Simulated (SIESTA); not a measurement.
## A self-consistent single point of Li₂Mn₃CuO₈ (R3m, 14 atoms in the cell) with SIESTA

Computed with GGA PBEsol, numerical atomic orbitals DZP, PseudoDojo PBEsol standard norm-conserving potentials (rewritten from UPF to PSML) (SIESTA 5.4.2).

The input file:

```
# files in the folder: Li.psml Mn.psml Cu.psml O.psml (PseudoDojo PBEsol standard)
SystemName  Li2Mn3CuO8
SystemLabel Li2Mn3CuO8

NumberOfAtoms                14
NumberOfSpecies              4
%block ChemicalSpeciesLabel
  1 3 Li
  2 25 Mn
  3 29 Cu
  4 8 O
%endblock ChemicalSpeciesLabel
LatticeConstant              1.0 Ang
%block LatticeVectors
     2.917665000    1.684515000    4.876610000
    -2.917665000    1.684515000    4.876610000
     0.000000000   -3.369029000    4.876610000
%endblock LatticeVectors
AtomicCoordinatesFormat      ScaledCartesian
%block AtomicCoordinatesAndAtomicSpecies
     0.000000000    0.000000120    1.751483248  1
    -0.000000000    0.000000497    7.274141664  1
     1.440888860   -0.831897233    4.898115850  2
    -0.000000000    1.663795471    4.898115850  2
    -1.440888860   -0.831897233    4.898115850  2
     0.000000000    0.000000884   12.934042515  3
    -0.000000000    0.000000263    3.845597114  4
     1.341863310    0.774725544    5.907135225  4
    -1.341863310    0.774725544    5.907135225  4
    -0.000000000   -1.549449877    5.907135225  4
     1.331301363   -0.768626604    8.685632539  4
    -0.000000000    1.537254988    8.685632539  4
    -1.331301363   -0.768626604    8.685632539  4
     0.000000000    0.000000739   10.815789430  4
%endblock AtomicCoordinatesAndAtomicSpecies

XC.functional                GGA
XC.authors                   PBEsol
PAO.BasisSize                DZP
PAO.EnergyShift              0.01 Ry
PAO.Polarization.NonPerturbative true
MeshCutoff                   350 Ry
%block kgrid.MonkhorstPack
    6   0   0  0.0
    0   6   0  0.0
    0   0   6  0.0
%endblock kgrid.MonkhorstPack
OccupationFunction           FD
ElectronicTemperature        1160.45 K
Spin                         polarized
%block DM.InitSpin
  1 +0.00
  2 +0.00
  3 +4.00
  4 +4.00
  5 +4.00
  6 +1.00
  7 +0.00
  8 +0.00
  9 +0.00
  10 +0.00
  11 +0.00
  12 +0.00
  13 +0.00
  14 +0.00
%endblock DM.InitSpin

MaxSCFIterations             150
SCF.Mixer.Method             Pulay
SCF.Mixer.Weight             0.1
SCF.Mixer.History            8
SCF.DM.Tolerance             1.0E-04
Diag.ParallelOverK           true
WriteForces                  true
Charge.Mulliken              end
```

Log, with long lists cut:

```
reinit: Reading from file input.fdf

reinit: System Name: Li2Mn3CuO8
reinit: System Label: Li2Mn3CuO8

NOTE on units for spin output:
{S} is the spin magnetic moment, in units of the Bohr magneton,
assuming a g-factor for the electron spin of exactly 2.
The spin magnetic moment is then numerically equal to the charge inbalance,
in units of electrons, between the spin-up and -down channels.

coor:   Atomic-coordinates input format  =     Cartesian coordinates
coor:                                          (in units of alat)

siesta: Atomic coordinates (Bohr) and species
siesta:      0.00000   0.00000   3.30982  1        1
siesta:     -0.00000   0.00000  13.74614  1        2
siesta:      2.72289  -1.57206   9.25610  2        3
siesta:     -0.00000   3.14412   9.25610  2        4
siesta:     -2.72289  -1.57206   9.25610  2        5
siesta:      0.00000   0.00000  24.44180  3        6
siesta:     -0.00000   0.00000   7.26713  4        7
siesta:      2.53575   1.46402  11.16287  4        8
siesta:     -2.53575   1.46402  11.16287  4        9
siesta:     -0.00000  -2.92804  11.16287  4       10
siesta:      2.51579  -1.45249  16.41347  4       11
siesta:     -0.00000   2.90499  16.41347  4       12
siesta:     -2.51579  -1.45249  16.41347  4       13
siesta:      0.00000   0.00000  20.43888  4       14

siesta: System type = bulk

initatomlists: Number of atoms, orbitals, and projectors:     14   192   192

siesta: ******************** Simulation parameters ****************************
redata: Spin configuration                          = collinear
redata: Time-Reversal Symmetry                      = T
redata: Number of Atomic Species                    =        4
redata: Mesh Cutoff                                 =   350.0000 Ry
redata: Net charge of the system                    =     0.0000 |e|
redata: Min. number of SCF Iter                     =        0
   [... lines left out ...]
diag: Used triangular part                          = Lower
diag: Absolute tolerance                            =  0.100E-15
diag: Orthogonalization factor                      =  0.100E-05
diag: Memory factor                                 =  1.0000

superc: Internal auxiliary supercell:     5 x     5 x     5  =     125
superc: Number of atoms, orbitals, and projectors:   1750  24000  24000

                        Single-point calculation

superc: Internal auxiliary supercell:     5 x     5 x     5  =     125
superc: Number of atoms, orbitals, and projectors:   1750  24000  24000

outcell: Unit cell vectors (Ang):
        2.917665    1.684515    4.876610
       -2.917665    1.684515    4.876610
        0.000000   -3.369029    4.876610

outcell: Cell vector modules (Ang)   :    5.927199    5.927199    5.927198
outcell: Cell angles (23,13,12) (deg):     58.9772     58.9772     58.9772
outcell: Cell volume (Ang**3)        :    143.8068
new_DM -- step:     1
Initializing Density Matrix...

Attempting to read DM from file... Failed...
DM filled with atomic data (user-defined):

InitMesh: MESH = 60 x 60 x 60 = 216000
InitMesh: Mesh cutoff (required, used) =   350.000   418.378 Ry

stepf: Fermi-Dirac step function
        iscf     Eharris(eV)        E_KS(eV)     FreeEng(eV)     dDmax    Ef(eV) dHmax(eV)
   scf:    1   -15742.140658   -17267.286283   -17267.471167  0.973654 -0.189274193.712685
     spin moment: {S} , |S| = {        0.0        0.0   12.40636 }    12.40636
   scf:    2   -17449.993344   -17877.658148   -17877.929300  0.621027 -1.597311 44.176681
     spin moment: {S} , |S| = {        0.0        0.0    7.80496 }     7.80496
   scf:    3   -18014.743866   -17952.172294   -17952.358595  0.601349 -3.781403 29.235970
     spin moment: {S} , |S| = {        0.0        0.0    8.00000 }     8.00000
   scf:    4   -17884.910337   -17987.956505   -17988.202132  0.207432 -5.620955 24.443653
     spin moment: {S} , |S| = {        0.0        0.0    8.46672 }     8.46672
   scf:    5   -18019.545284   -18009.113519   -18009.296885  0.067860 -5.863618  5.478251
     spin moment: {S} , |S| = {        0.0        0.0    8.54333 }     8.54333
   scf:    6   -18007.120685   -18008.451494   -18008.644728  0.022029 -5.706503 11.026072
   [... lines left out ...]
   scf:   23   -18012.598648   -18012.598691   -18012.738157  0.000091 -6.021395  0.016987
     spin moment: {S} , |S| = {        0.0        0.0    8.00653 }     8.00653
   scf:   24   -18012.598477   -18012.598584   -18012.738175  0.000257 -6.021478  0.011083
     spin moment: {S} , |S| = {        0.0        0.0    8.00667 }     8.00667
   scf:   25   -18012.598026   -18012.598304   -18012.738192  0.000324 -6.022461  0.004301
     spin moment: {S} , |S| = {        0.0        0.0    8.00713 }     8.00713
   scf:   26   -18012.598152   -18012.598228   -18012.738194  0.000066 -6.022804  0.002135
     spin moment: {S} , |S| = {        0.0        0.0    8.00727 }     8.00727
   scf:   27   -18012.598180   -18012.598204   -18012.738195  0.000029 -6.022734  0.001321
     spin moment: {S} , |S| = {        0.0        0.0    8.00729 }     8.00729
   scf:   28   -18012.598161   -18012.598183   -18012.738196  0.000040 -6.022587  0.000706
     spin moment: {S} , |S| = {        0.0        0.0    8.00731 }     8.00731
SCF Convergence by DM+H criterion
max |DM_out - DM_in|         :     0.0000398412
max |H_out - H_in|      (eV) :     0.0007059578
SCF cycle converged after 28 iterations

Using DM_out to compute the final energy and forces

siesta: E_KS(eV) =           -18012.5982

siesta: E_KS - E_eggbox =    -18012.5982

siesta: Atomic forces (eV/Ang):
     1   -0.000000   -0.000000   -0.138097
     2   -0.000000   -0.000000    0.007336
     3    0.121116   -0.069927   -0.104663
     4    0.000000    0.139854   -0.104663
     5   -0.121116   -0.069927   -0.104663
     6    0.000000    0.000000    0.108702
     7    0.000000    0.000001    0.583728
     8   -0.330607   -0.190877   -0.438702
     9    0.330607   -0.190877   -0.438702
    10   -0.000000    0.381753   -0.438701
    11   -0.274219    0.158321    0.482633
    12    0.000000   -0.316641    0.482633
    13    0.274219    0.158321    0.482633
    14   -0.000000   -0.000001   -0.296993
   Tot   -0.000000   -0.000000    0.082478
   Max    0.583728
   Res    0.247155    sqrt( Sum f_i^2 / 3N )
   Max    0.583728    constrained

Stress tensor Voigt[x,y,z,yz,xz,xy] (kbar):      110.97      110.97      102.21        0.00        0.00        0.00
(Free)E + p*V (eV/cell)   -18022.4367
Target enthalpy (eV/cell)   -18012.7382

siesta: Program's energy decomposition (eV):
siesta: Ebs     =     -3382.326349
siesta: Eions   =     23934.128442
siesta: Ena     =      2213.370234
siesta: Ekin    =      8929.002098
siesta: Enl     =     -2295.817177
siesta: Eso     =         0.000000
siesta: Edftu   =         0.000000
siesta: DEna    =       147.418321
siesta: DUscf   =        10.778667
siesta: DUext   =         0.000000
siesta: Ex      =     -2894.652381
siesta: Ec      =      -188.569503
siesta: Exc     =     -3083.221884
siesta: Eharris =    -18012.598161
siesta: Etot    =    -18012.598183
siesta: FreeEng =    -18012.738196

siesta: Atomic forces (eV/Ang):
siesta:      1   -0.000000   -0.000000   -0.138097
siesta:      2   -0.000000   -0.000000    0.007336
siesta:      3    0.121116   -0.069927   -0.104663
siesta:      4    0.000000    0.139854   -0.104663
   [... lines left out ...]
siesta: Cell volume =        143.806825 Ang**3
siesta:        -108.05254186       -109.59966536  kBar
   [... lines left out ...]
   6  9.302   0.985   0.228  -0.067   0.993   0.996   0.993   0.106   0.123
              0.106   0.837   0.838   0.843   0.838   0.837   0.127   0.134

              0.126   0.134   0.127

Species: O
Atom  Qatom  Qorb
               2s      2s      2py     2pz     2px     2py     2pz     2px
               3dxy    3dyz    3dz2    3dxz    3dx2-y2
   7  3.304   0.849   0.033   0.850   0.877   0.850  -0.060  -0.075  -0.060
              0.007   0.010   0.006   0.010   0.007
   8  3.230   0.842   0.035   0.804   0.838   0.835  -0.038  -0.065  -0.053
   [... 13 lines left out ...]

mulliken: Qtot =       54.996

Mulliken Atomic Populations:
Atom #   charge [q] valence [e]      Sz [e]  Species
     1     0.047780    2.952220    0.004971  Li
     2    -0.069177    3.069177   -0.023194  Li
     3     1.201338   13.798662    2.904354  Mn
     4     1.201339   13.798661    2.904354  Mn
     5     1.201338   13.798662    2.904354  Mn
     6     0.780687   18.219313   -0.385241  Cu
     7    -0.557112    6.557112   -0.051576  O
     8    -0.512377    6.512377    0.052570  O
     9    -0.512377    6.512377    0.052570  O
    10    -0.512377    6.512377    0.052570  O
    11    -0.562966    6.562966   -0.112294  O
    12    -0.562965    6.562965   -0.112294  O
    13    -0.562966    6.562966   -0.112294  O
    14    -0.580165    6.580165   -0.071542  O
 Total    -0.000000                8.007307
```

The run converged in 28 iterations.

The starting cell comes from a database of computed structures (which also holds hypothetical and non-ambient phases and stackings), without a prior relaxation at this level. The magnetic order is the one reached from the typed start; others were not searched systematically. Values carry the incompleteness of an atom-centred basis. With a pressure of about -11 GPa the cell is away from its equilibrium volume at this level.

Cost on one core of a shared machine: roughly 9 min.
